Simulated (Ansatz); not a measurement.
Output of an Ansatz run (abridged):

```
WARN ansatz: RAYON_NUM_THREADS=1 ignored (pool sized by the plan → 1); use --threads N
Pseudopotentials: kind: paw
Pseudopotential: Be, paw, valence charge 2
Pseudopotential: S, paw, valence charge 6
Crystal: 2 atoms, lattice volume = 28.616 Å³
Basis set: ecut = 420.4159175005146 eV, 537 PW (Γ), exchange–correlation on 48×48×48 points (8 copies of the dense FFT grid, shifted against one another)
Bands: 8, of which v1, the nominal top of the filled ones, is band 4 counted from 1 (3 counted from 0)
Symmetry: 24 space group operations
Space group: F-43m (ITA 216), of the structure as read, at distance tolerance 3.1e-5 Å
k-points: 35 of 729 (time reversal used)
Initial density: superposition of atomic densities (neutral atoms: chi_scale 0, normalization atom), corrected by the library's trained network
Initial wavefunctions: pseudopotential atomic-orbital guess
Eigensolver: davidson
Functional: x = pbe(κ = 0.804, μ = 0.2195149727645171), c = pbe(β = 0.06672455060314922)
SCF iter   1: F=—  HF=-996.964605 eV  |F-HF|=—  |Δ(HF+E_count)|=         —  Δρ=7.54e-4  dr2=1.56e-4  ethr=1.77e-3  ⟨swp⟩=5.3  Hψ=2304  notcnv=0
all-band conjugate gradients solve this SCF's bands
preconditioner: auto → none
SCF iter   2: F=—  HF=-996.964161 eV  |F-HF|=—  |Δ(HF+E_count)|=   4.44e-4  Δρ=5.11e-4  dr2=7.52e-5  ethr=1.95e-6  ⟨swp⟩=2.1  Hψ=833  notcnv=0
SCF iter   3: F=—  HF=-996.964188 eV  |F-HF|=—  |Δ(HF+E_count)|=   2.68e-5  Δρ=1.89e-4  dr2=4.76e-6  ethr=9.40e-7  ⟨swp⟩=2.3  Hψ=442  notcnv=0
SCF iter   4: F=—  HF=-996.964224 eV  |F-HF|=—  |Δ(HF+E_count)|=   3.60e-5  Δρ=5.78e-5  dr2=9.14e-7  ethr=5.94e-8  ⟨swp⟩=2.0  Hψ=487  notcnv=0
iter 5 did not close the SCF: its close was put off for the readings that it lacked (scf_convergence_deferred on its scf_iter line)
SCF iter   5: F=-996.964226 eV  HF=-996.964226 eV  |F-HF|=1.31e-9  |Δ(HF+E_count)|=   1.81e-6  Δρ=8.39e-6  dr2=2.10e-8  ethr=1.14e-8  ⟨swp⟩=2.8  Hψ=440  notcnv=0
SCF iter   6: F=-996.964226 eV  HF=-996.964226 eV  |F-HF|=1.24e-10  |Δ(HF+E_count)|=   7.63e-9  Δρ=9.30e-7  dr2=2.71e-10  ethr=2.62e-10  ⟨swp⟩=1.7  Hψ=932  notcnv=0
SCF 1 converged in 6 iterations: F = -996.964226 eV  dr2 = 2.71e-10
SCF converged after 6 iterations
Free energy (F): -996.964226 eV
Harris-Foulkes:  -996.964226 eV  (|F-HF|=1.24e-10)
Internal energy: -996.964226 eV  (E = F + TS)
E sigma→0 (E₀):  -996.964226 eV
Fermi energy:    6.903414 eV
--- Per-component energies (eV) ---
  E_band       = 1.277762
  E_kinetic    = 128.249876
  E_local      = -116.024529  (includes V_loc(G=0)·N_el)
  E_nonlocal   = 32.774061
  E_hartree    = 35.746946
  E_xc         = -117.282371
  E_vxc        = -108.798164  (∫ρ·V_xc dr)
  E_paw        = -659.941762  (= ΣΔE_a)
  E_vpaw       = -6.417263  (= ΣTr[D̂ρ^β])
  E_aug_tail   = 0.000001  (compensation charges beyond the density's cutoff)
  E_ewald      = -300.486448
  E_smearing   = -0.000000  (= −TS)
  E_closure    = 0.000000  (closes the sum)
  Σ components = -996.964226   (vs F -996.964226, Δ=0.00e0)
--- Forces (eV/Å), atoms counted from 1 ---
  atom   1  Be     0.00000000    -0.00000000     0.00000000
  atom   2  S      0.00000000    -0.00000000    -0.00000000
  max |Σ_I F_I| component: 3.53e-16 eV/Å
--- Stress (GPa, compression-positive) ---
        1.215636      -0.000000      -0.000000
        0.000000       1.215636       0.000000
       -0.000000       0.000000       1.215636
  P = ⅓ Tr σ = 1.2156 GPa (12.156 kbar)
  The stress holds the Pulay correction. Without it, at fixed plane waves, as pw.x and ABINIT print it: P = 1.2050 GPa
--- Band table (eV; the first three rows and the last of 35) ---
  k-point 0: bands = ["-8.3678", "5.3015", "5.3015", "5.3015", "10.9546", "10.9546", "10.9546", "11.1608"]
  k-point 1: bands = ["-8.2278", "4.3187", "5.1412", "5.1412", "10.8945", "11.2423", "11.2423", "12.2153"]
  k-point 2: bands = ["-7.8340", "2.4718", "4.7964", "4.7964", "10.8487", "11.7615", "11.7615", "14.0885"]
  k-point 34: bands = ["-6.2265", "0.8816", "1.5425", "2.2940", "11.5560", "12.8406", "13.6155", "15.2111"]
```

The structure:

```xyz
2
Lattice="0.0000 2.4277 2.4277 2.4277 0.0000 2.4277 2.4277 2.4277 0.0000" Properties=species:S:1:pos:R:3 pbc="T T T"
Be     0.0000     0.0000     0.0000
S      1.2138     1.2138     1.2138
```

Question: Write an input that gives this output.

Answer: Other spellings and defaults could give the same log, and not every line can be read from it. The input that was run (DFT, PBE, plane waves, default PAW files):

Ansatz 0.2 input:
```yaml
# BeS
crystal:
  lattice:
    - [0.000000, 2.427695, 2.427695]
    - [2.427695, 0.000000, 2.427695]
    - [2.427695, 2.427695, 0.000000]
  atoms:
    - { symbol: Be, position_ang: [0.000000, 0.000000, 0.000000] }
    - { symbol: S, position_ang: [1.213847, 1.213847, 1.213847] }
basis:
  ecutwfc: 30.9 Ry
kpoints:
  mp_grid:
    grid: [9, 9, 9]
hamiltonian:
  xc: pbe
  pseudopotentials:
    kind: paw
scf:
  occupations:
    method: fermi_dirac
    width: 0.0007 Ry
output:
  forces: true
  eigenvalues: true
  stress: true
```

The starting cell has typed, rounded lattice constants, without a prior relaxation at this level. Its lattice was rescaled by up to half a per cent. Ansatz's pressure includes its estimate of the finite-basis (Pulay) stress. Another mesh or the band path of this cell gives a smaller gap, so this value is not converged in the mesh.

Ansatz is a quantum-chemistry and plane-wave program.
